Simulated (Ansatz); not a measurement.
Functionals compared on a constructed model of the (111) surface of fcc Cu, a pseudomorphic layer of Os in the host's stacking (bottom of the slab: a bare face, its two planes held), in Ansatz (plane waves, PAW). The structure was relaxed with PBE; the other rows are single points on it. Cutoff 420 eV (500 eV for r2SCAN).

Slab: 7 atoms, 12.9 Å thick at the start with caps and adatoms (thin: gaps and levels are the slab's own); k 17x17x1, smearing 0.1 eV, dipole-corrected; 2 atoms held, the rest relaxed; start symmetry kept, larger cells not searched; no spin, no spin-orbit, no U. In PBE it is, or lies within 0.01 eV a 1x1 cell of, the lowest of the 2 structures of its composition computed so far; subsurface sites and larger cells were not tried. These notes are the PBE run's.

```json
[
 {"functional": "PBE", "work function of the top face (eV)": "5.69", "rough cost of the single point": "–"},
 {"functional": "RPBE", "work function of the top face (eV)": "5.56", "rough cost of the single point": "very roughly 18 core-seconds"},
 {"functional": "r2SCAN", "work function of the top face (eV)": "5.85", "rough cost of the single point": "around 30 core-seconds (rough)"}
]
```

Ansatz is a first-principles code.
